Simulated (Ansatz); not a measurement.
The starting structures come from a database of crystals and need not be the phases stable at ambient conditions.

Data:

```yaml
crystal:
  lattice:
    - [7.54933, 0.00000, 0.00000]
    - [-2.51397, 7.36947, 0.00000]
    - [-2.80374, -3.24253, 6.21429]
  atoms:
    - { symbol: Cs, position: [0.52166, 0.27589, 0.75423] }
    - { symbol: Cs, position: [0.47834, 0.72411, 0.24577] }
    - { symbol: Pd, position: [0.00000, 0.00000, 0.00000] }
    - { symbol: I, position: [0.00607, 0.34916, 0.34309] }
    - { symbol: I, position: [0.99393, 0.65084, 0.65691] }
    - { symbol: Br, position: [0.98996, 0.18146, 0.77708] }
    - { symbol: Br, position: [0.01004, 0.81854, 0.22292] }
    - { symbol: Br, position: [0.59562, 0.81854, 0.80850] }
    - { symbol: Br, position: [0.40438, 0.18146, 0.19150] }
```

Space group of this cell: C2/m. The cell is taken as given; by PBEsol its mean pressure is -1.8 GPa.

Transport runs along the normal of the first two printed cell vectors.

The gap is the functional's own. No spin-orbit coupling. Mid-gap values are interpolated on the energy grid.

Problem. Predict the band gap and the smallest decay constant κ at mid-gap from PBEsol (Ansatz, a quantum-chemistry and plane-wave program).

Solution. Gap 0.65 eV on a 6×6×6 mesh; κ = 0.106 1/Å, at (0.500, 0.500) of the in-plane reciprocal vectors. At the zone centre, at the nearest computed energy, the slowest state has κ = 0.17 1/Å.
